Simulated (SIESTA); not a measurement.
A short convergence ladder for VBrO (Pmm2, 6 atoms in the cell)

```
VBrO
1.0
    3.43849     0.00000     0.00000
    0.00000     3.78819     0.00000
    0.00000     0.00000     8.73140
V Br O
2 2 2
Direct
  0.50000   0.50000   0.40245
  0.00000   0.00000   0.60328
  0.00000   0.50000   0.18404
  0.50000   0.00000   0.81596
  0.50000   0.00000   0.46256
  0.00000   0.50000   0.53744
```
Moments meant for the start (each program seeds them in its own way; μB, in the order of the atoms V V Br Br O O): 2.0 2.0 0.0 0.0 0.0 0.0.

Base method: GGA PBEsol+U, numerical atomic orbitals DZP, PseudoDojo PBEsol standard norm-conserving potentials (rewritten from UPF to PSML) (SIESTA).

Base settings: XC.functional = GGA; XC.authors = PBEsol; potentials = PseudoDojo PBEsol standard; PAO.BasisSize = DZP; PAO.EnergyShift = 0.01 Ry; MeshCutoff = 300 Ry; kgrid.MonkhorstPack = 3 3 1; OccupationFunction = FD; ElectronicTemperature = 0.01 eV; Spin = polarized.

**The cutoff of the real-space grid**

The mesh stays at the base's, so the ladder's end is converged at best in this setting alone.

Only quantities that move along the ladder and can be compared are tabulated; the gap is left out on so coarse a mesh.

| MeshCutoff | free energy less the last step's (meV/atom) | pressure (GPa) | largest difference of a force vector from the last step's (eV/Å) |
|---|---|---|---|
| 105 Ry (106 Ry used) | -1.78 | -1.04 | 0.018 |
| 165 Ry (173 Ry used) | 0.49 | -1.20 | 0.018 |
| 210 Ry (210 Ry used) | 0.28 | -1.09 | 0.019 |
| 270 Ry (294 Ry used) | 0.09 | -1.18 | 0.012 |
| 300 Ry (303 Ry used) | 0.13 | -1.17 | 0.006 |
| 360 Ry (363 Ry used) | 0.07 | -1.13 | 0.003 |
| 600 Ry (682 Ry used) | 0.00 | -1.15 | 0.000 |

Coarsest MeshCutoff that holds the free energy within 1 meV/atom of the last step, with all finer ones: 165 Ry (173 Ry used); the step before is off by 1.8 meV/atom.

Coarsest MeshCutoff that holds the pressure within 0.1 GPa of the last step, with all finer ones: 165 Ry (173 Ry used); the step before is off by 0.11 GPa.

On the base run: the starting cell comes from a database of computed structures (which also holds hypothetical and non-ambient phases and stackings), without a prior relaxation at this level. Its lattice was rescaled by up to half a per cent. One atom was moved a little off its site on purpose. The magnetic order is the one reached from the typed start; others were not searched systematically. With U or open f shells several self-consistent states can exist. Values carry the incompleteness of an atom-centred basis. The mesh is very coarse (it stands for a supercell whose shortest vector is 9 Å): a converged loop gives no converged values here.

Left out of this page: 2 runs of the series failed or unconverged.
